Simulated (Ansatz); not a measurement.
**alpha quartz: the defect Al on the Si site + Li interstitial**

All values below come from PBE, PAW (plane waves to 420 eV; Ansatz, a quantum-chemistry and plane-wave program). Details: 72-site cell; 2×2×2 Γ-centred k-points; start: the Si site; void 2.52 Å away; not converged in cell size; relaxed from one start, so a lower configuration may exist; flagged in the runs: a host whose relaxation on this sampling wasn't shown to rest.

Neighbours after relaxation, in Å: of the Al atom: O 1.72, O 1.72, O 1.78, O 1.78, Li 2.62; of the Li atom: O 1.93, O 1.93, O 2.03, O 2.03, Al 2.62, Si 2.66.

```json
[
 {"charge": "0", "moment (μB)": "not spin-polarised", "largest move off a lattice site (Å)": "0.21"}
]
```

Flagged in the runs: a host whose relaxation on this sampling wasn't shown to rest.
